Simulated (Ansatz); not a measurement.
HfO2 (Pbca, No. 61, 24 atoms in the cell; start mp-1858; a measured phase of this formula has another space group) was calculated with r²SCAN+rVV10 (PAW; Ansatz, a first-principles code).

Settings: plane-wave cutoff 560 eV, 8×4×8 k mesh (along the axes of the cell as run), Fermi–Dirac smearing 0.01 eV, scalar-relativistic PAW data made under PBE.

Cell (relaxed at this level):

```xyz
24
Lattice="5.0478 0.0000 0.0000 0.0000 9.9826 0.0000 0.0000 0.0000 5.2200" Properties=species:S:1:pos:R:3 pbc="T T T"
Hf     3.8118     1.1516     2.4275
Hf     1.2360     8.8310     2.7925
Hf     3.7599     8.8310     5.0375
Hf     1.2879     1.1516     0.1825
Hf     1.2879     3.8397     2.7925
Hf     3.7599     6.1429     2.4275
Hf     1.2360     6.1429     0.1825
Hf     3.8118     3.8397     5.0375
O      5.0353     4.7580     1.3658
O      0.0126     5.2246     3.8542
O      2.5365     5.2246     3.9758
O      2.5114     4.7580     1.2442
O      2.5114     0.2333     3.8542
O      2.5365     9.7493     1.3658
O      0.0126     9.7493     1.2442
O      5.0353     0.2333     3.9758
O      3.1797     2.9008     3.2595
O      1.8681     7.0817     1.9605
O      4.3920     7.0817     0.6495
O      0.6558     2.9008     4.5705
O      0.6558     2.0904     1.9605
O      4.3920     7.8921     3.2595
O      1.8681     7.8921     4.5705
O      3.1797     2.0904     0.6495
```

Give the computed band gap, smallest direct gap on the k points sampled and Γ–Γ gap.


* **band gap**: 4.85 eV
* **smallest direct gap on the k points sampled**: 5.00 eV
* **Γ–Γ gap**: 5.09 eV

Spin–orbit coupling is not included.

Static lattice: no zero-point or thermal effects.

A start named mp-… is a Materials Project structure, which need not be a measured phase.
